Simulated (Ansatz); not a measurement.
End structure of a constructed model of the (111) surface of fcc Al, a pseudomorphic layer of Cr in the host's stacking (bottom of the slab: a bare face, its two planes held):

```yaml
crystal:
  lattice:
    - [2.85810, 0.00000, 0.00000]
    - [-1.42905, 2.47518, 0.00000]
    - [0.00000, 0.00000, 30.00000]
  atoms:
    - { symbol: Al, position: [0.33333, 0.66667, 0.26949] }
    - { symbol: Al, position: [0.66667, 0.33333, 0.34728] }
    - { symbol: Al, position: [0.00000, 0.00000, 0.42528] }
    - { symbol: Al, position: [0.33333, 0.66667, 0.50405] }
    - { symbol: Al, position: [0.66667, 0.33333, 0.58197] }
    - { symbol: Al, position: [0.00000, 0.00000, 0.66015] }
    - { symbol: Cr, position: [0.33333, 0.66667, 0.72872] }
```

Set-up: 7 atoms, 13.8 Å thick at the start with caps and adatoms (thin: gaps and levels are the slab's own); mesh 15x15x1; 0.1 eV smearing; dipole correction on; 2 atoms held, the rest relaxed; held to the start's symmetry, so lower structures may exist; spin-polarised, ending with about 3.2 μB a cell; orders that need a larger cell were not tried, no spin-orbit, no U. In PBE it is, or lies within 0.01 eV a 1x1 cell of, the lowest of the 2 structures of its composition computed so far; subsurface sites and larger cells were not tried.

Question: What is the computed work function of the top face (PBE (Ansatz, an electronic-structure program))?

Answer: 3.91 eV
